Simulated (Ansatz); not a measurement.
Seebeck coefficient (μV/K, mean over directions) of p-type GaP (F-43m) against carrier density, Ansatz (a program for electronic structure) with HSE06 with spin-orbit coupling, rigid bands. Computed gap 2.22 eV; densities at which minority carriers matter at this gap, or further valleys turn the trend, are left out. Conductivity mass 0.48 mₑ (harmonic mean over directions), N_v = 2.1e19 cm⁻³ at 300 K.

```tsv
hole density	300 K	500 K
1e16 cm⁻³	899	985
1e17 cm⁻³	701	786
1e18 cm⁻³	503	…
3e18 cm⁻³	410	494
1e19 cm⁻³	310	392
3e19 cm⁻³	226	301
1e20 cm⁻³	147	…
3e20 cm⁻³	88	133
1e21 cm⁻³	…	68
```

**Question.** Some entries are withheld; supply them.

**Answer.** 
- 1e18 cm⁻³, 500 K: 588
- 1e20 cm⁻³, 500 K: 208
- 1e21 cm⁻³, 300 K: 42

Rigid bands with a gap fixed in temperature, one relaxation time for all states, no polarons or phonon drag, and whether or not such doping can be reached. Geometry: cell and atoms relaxed with PBEsol.
